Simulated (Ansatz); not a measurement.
## WO$_{3}$ (space group Cmcm, No. 63; a cell from a computed database, its experimental status unchecked)

```xyz
8
Lattice="2.7270 -2.7372 0.0000 2.7270 2.7372 0.0000 0.0000 0.0000 7.4603" Properties=species:S:1:pos:R:3 pbc="T T T"
W      2.7270    -0.3210     5.5953
W      2.7270     0.3210     1.8651
O      2.7270     0.0000     3.7302
O      2.7270     0.0000     0.0000
O      1.3550    -1.2630     1.8651
O      4.0990     1.2630     5.5953
O      1.3550     1.2630     5.5953
O      4.0990    -1.2630     1.8651
```

Computed with PBEsol (Ansatz, a quantum-chemistry and plane-wave program), no SOC. Settings: 9×9×5 k-points, 0.05 eV Fermi–Dirac smearing.

The volume per atom is 13.92 Å³, the density is 6.91 g/cm³ and the band gap is 1.35 eV, indirect, Y → Γ. The electron mass is 0.52 mₑ along a, 0.63 mₑ along b, 0.20 mₑ along c and the total energy comes out as -2985.058 eV/atom (σ→0; compares only within this code and set-up).

Spin-orbit coupling, missing from the scalar runs, can matter with W. Effective masses come from finite differences of ±0.01 Å⁻¹. Whether these cells are dynamically stable was not tested.
